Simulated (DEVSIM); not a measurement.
Device: GaAs n-i-p diode, at 300 K.

Layer 1 from the left is GaAs, thickness (μm) 0.360, Nd (cm⁻³) 1.9e17, τn (s) 1.5e-8, τp (s) 1.5e-8. Layer 2 from the left is GaAs, thickness (μm) 4.20, Na (cm⁻³) 1e11, τn (s) 1.5e-8, τp (s) 1.5e-8. Layer 3 from the left is GaAs, thickness (μm) 2.20, Na (cm⁻³) 7.2e17, τn (s) 1.5e-8, τp (s) 1.5e-8.

Left contact: ohmic. Right contact: ohmic. Voltage is applied to the left contact. Recombination: SRH at mid-gap, radiative. Mobility is μmin + (μ − μmin)/(1 + (N/Nref)^α).

The device is made up for the run: typed textbook-type constants, with dimensions and the other settings drawn at random. Values at 300 K.

GaAs: gap (eV) 1.424, affinity (eV) 4.07, permittivity 12.9, Nc (cm⁻³) 4.7e17, Nv (cm⁻³) 9e18, μn (cm²/Vs) 8500, μp (cm²/Vs) 400, μn,min 500, μp,min 20, Nref,n 6e16, Nref,p 1.5e17, αn 0.39, αp 0.38, B (cm³/s) 2e-10.

Simulated with DEVSIM: 1D drift-diffusion, Boltzmann statistics, complete ionisation; no tunnelling, impact ionisation, image-force lowering or self-heating.

What does the simulation give for the dark forward voltage at 1 A/cm², the potential step across the device at zero bias, the dark forward voltage at 100 A/cm²?

dark forward voltage at 1 A/cm² 0.993 V; potential step across the device at zero bias 1.335 V; dark forward voltage at 100 A/cm² 1.187 V.
